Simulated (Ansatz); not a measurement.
**What uniaxial strain ε_zz = −2.70 % does to Al2Cu**

The parent structure is Al₂Cu (space group I4/mcm, No. 140; a = 6.059 Å, c = 4.874 Å). Axes: x, y, z lie along a, b, c of the conventional cell.

Now apply this change: uniaxial strain ε_zz = −2.70 %, all other strain components held at zero, atoms relaxed at fixed cell.

Method: PBE (Ansatz, a first-principles code), no spin-orbit coupling, earlier PAW set. Γ-centred 12×12×12 mesh, Fermi–Dirac width 0.05 eV.

Volume per atom: 14.51 Å³ (base 14.91 Å³)
Space group: I4/mcm (No. 140) (base I4/mcm (No. 140))
Energy relative to the base (free energy F): +6.2 meV/atom
Pressure (mean of the normal stresses, compression positive): 2.9 GPa (base 0.0 GPa)
Band gap: zero (base zero)
Stress (xx, yy, zz, yz, xz, xy; compression positive): (1.7, 1.7, 5.2, 0.0, 0.0, 0.0) GPa (rough)

Without a gap, meshes like the base's 12×12×12 leave anisotropic stresses uncertain by several tenths of a GPa, and small strain energies with them. Stability against distortions was not tested. The final runs are not spin-polarised.
